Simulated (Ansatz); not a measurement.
Start from Mg₂Sn (space group Fm-3m, No. 225; a = 6.747 Å; relaxed with 0.1 eV smearing). Axes: x, y, z lie along the cube axes.

The values are results of PBEsol in Ansatz (plane waves to 420 eV, PAW, no spin-orbit coupling), not measurements.

Now apply this change: compressive biaxial strain of 0.42 % in the plane normal to [111], as in epitaxy on a mismatched substrate; the out-of-plane cell vector and the atoms relax.

Problem. Estimate the effect on the out-of-plane strain.

Solution. The out-of-plane strain comes out as +0.23 %.

No phonon test of stability was made.

Ansatz is a first-principles code.
